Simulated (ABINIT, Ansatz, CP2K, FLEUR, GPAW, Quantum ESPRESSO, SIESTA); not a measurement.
**TePb (Fm-3m, 2 atoms in the cell) computed with different codes at matched settings**

Self-consistent single point, at a second geometry (lattice scaled by 0.98). First geometry:

```xyz
2
Lattice="0.0000 3.3321 3.3321 3.3321 0.0000 3.3321 3.3321 3.3321 0.0000" Properties=species:S:1:pos:R:3 pbc="T T T"
Te     0.0000     0.0000     0.0000
Pb     3.3321     3.3321     3.3321
```

Shared settings, as Ansatz (a program for electronic structure) writes them: kpoints.mp_grid.grid = 9 9 9; scf.occupations.method = fixed. Potentials and cutoffs stand in the table.

```json
[
 {"code": "GPAW", "model": "PBE, GPAW PAW datasets PBE (gpaw-data 1.0.1)", "ΔF from the first geometry (meV/atom)": "-9.3", "pressure (GPa)": "0.45", "cutoff": "600 eV"},
 {"code": "FLEUR", "model": "PBE, all-electron FLAPW (FLEUR), scalar-relativistic valence", "ΔF from the first geometry (meV/atom)": "-5.6", "pressure (GPa)": "–", "cutoff": "Kmax 3.8 1/bohr"},
 {"code": "ABINIT", "model": "PBE, PAW (JTH v2.0 PBE PAW)", "ΔF from the first geometry (meV/atom)": "-6.5", "pressure (GPa)": "0.46", "cutoff": "20 Ha"},
 {"code": "CP2K", "model": "PBE, GPW, DZVP-MOLOPT-PBE-GTH basis, GTH-PBE potentials (POTENTIAL_UZH)", "ΔF from the first geometry (meV/atom)": "-3.0", "pressure (GPa)": "1.02", "cutoff": "grid 400 Ry"},
 {"code": "Quantum ESPRESSO", "model": "PBE, PseudoDojo standard norm-conserving (PBE) pseudopotentials", "ΔF from the first geometry (meV/atom)": "-7.3", "pressure (GPa)": "0.61", "cutoff": "85 Ry"},
 {"code": "Ansatz", "model": "PBE, PAW files", "ΔF from the first geometry (meV/atom)": "-6.2", "pressure (GPa)": "0.69", "cutoff": "default"},
 {"code": "SIESTA", "model": "GGA PBE, numerical atomic orbitals DZP, PseudoDojo PBE standard norm-conserving potentials (rewritten from UPF to PSML)", "ΔF from the first geometry (meV/atom)": "1.4", "pressure (GPa)": "1.33", "cutoff": "grid 400 Ry"}
]
```

A dash marks a value that a program does not give, or that is left out as unsure.

On Ansatz's run: spin-orbit coupling is off.

The spread over the programs that give each value: ΔF from the first geometry within 10.7 meV/atom; pressure within 0.88 GPa.

CP2K and SIESTA use small atom-centred bases, whose incompleteness enters pressures, forces and empty levels differently from a plane-wave cutoff. FLEUR treats all electrons, but the usual bases taken here (sphere radii, linearisation, local orbitals, empty states) were not tested for convergence, so the values are no reference for the others. Ansatz's pressure is given at a fixed set of plane waves, as the other plane-wave codes print theirs.

This mesh misses zone-boundary points where a band edge of such crystals can lie, so no gaps are given.

The starting cell comes from a database of computed structures (which also holds hypothetical and non-ambient phases and stackings), without a prior relaxation at this level. Its lattice was rescaled by a random factor within 2.5 % of one. For this run, on top of that: lattice scaled by 0.98.

Left out of this page: Elk (not drawn, or without a comparable value).

Keys are those of Ansatz 0.2.
